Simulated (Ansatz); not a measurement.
**BP under a change: pressure 22.5 GPa**

Start from BP in the zinc blende structure (space group F-43m, No. 216; a = 4.491 Å).

Perturbation: a hydrostatic pressure of 22.5 GPa.

Computed with LDA (Ansatz, a first-principles code), no spin-orbit coupling. k-mesh 13×13×13 (Γ-centred); smearing 0.05 eV (Fermi–Dirac).

The volume per atom falls by 1.13 Å³ to 10.19 Å³ and the density rises by 0.34 g/cm³ to 3.41 g/cm³. The lattice parameter a shrinks by 0.155 Å, from 4.491 Å to 4.336 Å and the shortest interatomic distance falls by 0.067 Å (1.944 Å → 1.877 Å). The enthalpy H = E + PV relative to the base's energy comes out as +1.50 eV/atom and the band gap drops by 0.14 eV, from 1.14 eV to 1.00 eV. The electron mass becomes 1.5 mₑ along k, 0.22 mₑ across (off the special points) (base: 1.3 mₑ along k, 0.22 mₑ across (off the special points)) and the hole mass (degenerate bands, along [100]) goes from 0.25, 0.25, 0.36 mₑ (at Γ) to 0.24, 0.24, 0.42 mₑ (at Γ).

Final structure:

```
BP
1.0
    0.00000     2.16780     2.16780
    2.16780     0.00000     2.16780
    2.16780     2.16780     0.00000
B P
1 1
Direct
  0.00000   0.00000   0.00000
  0.25000   0.25000   0.25000
```

Cost of the whole job for the changed cell (relaxation, final SCF and bands): about 10 core-seconds (a rough figure).

Load acts through the strain it causes; cell and atoms are relaxed under it. Masses are band curvatures over ±0.01 Å⁻¹ around the edge. Along k means along the line from Γ to the band edge. Stability against distortions was not tested. Competing high-pressure phases were not computed.
